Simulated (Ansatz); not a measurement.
**A computed series for BN: pressure series**

Base system: BN in the zinc blende structure (space group F-43m, No. 216; a = 3.625 Å).

Cell and atoms are relaxed at each pressure.

All numbers come from Ansatz (a program for electronic structure), PBE, PAW, cutoff 420 eV, no spin-orbit coupling.

Candidates:
(a) pressure 7.5 GPa
(b) pressure 0.7 GPa
(c) pressure −2 GPa
(d) pressure 10 GPa

Base values:

```
Property                         Value
-----------------------------  -------
Width of the top valence band  6.45 eV
```

### Question
Order them by width of the top valence band, highest first.

### Answer
(d) pressure 10 GPa (6.63 eV), (a) pressure 7.5 GPa (6.58 eV), (b) pressure 0.7 GPa (6.46 eV), (c) pressure −2 GPa (6.41 eV)

The levels and masses belong to the bands next to the band gap. Load acts through the strain it causes; cell and atoms are relaxed under it. No phonon test of stability was made. No other phases were tried under pressure.
